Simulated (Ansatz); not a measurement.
Reference: BeSe (F-43m), PBEsol with spin-orbit coupling, rigid bands (plane waves, PAW; Ansatz, a quantum-chemistry and plane-wave program); axes and stresses refer to this cell.

```xyz
2
Lattice="0.0000 2.5643 2.5643 2.5643 0.0000 2.5643 2.5643 2.5643 0.0000" Properties=species:S:1:pos:R:3 pbc="T T T"
Be     0.0000     0.0000     0.0000
Se     1.2822     1.2822     1.2822
```

electron conductivity mass: 0.35 mₑ
band gap: 2.32 eV
Seebeck coefficient, p-type 1e19 cm⁻³: 290 μV/K

Task: After one change the values are electron conductivity mass 0.35 mₑ; band gap 2.23 eV; Seebeck coefficient, p-type 1e19 cm⁻³ 248 μV/K. Name the change that produced these shifts.
(A) hydrostatic pressure -2 GPa
(B) hydrostatic pressure 10 GPa
(C) uniaxial stress along [110] of 2 GPa (compression positive)
(D) biaxial stress xx = yy = 1 GPa (compression positive)

Result: C, uniaxial stress along [110] of 2 GPa (compression positive)

Masses are for dilute carriers at 300 K, harmonic means over directions unless an axis is named. Seebeck coefficients are for the stated density at 300 K, with one relaxation time for all states and whether or not that doping can be reached. Stresses and pressures are the targets of the relaxation.  The structure type is held under load, also where the real crystal would transform.
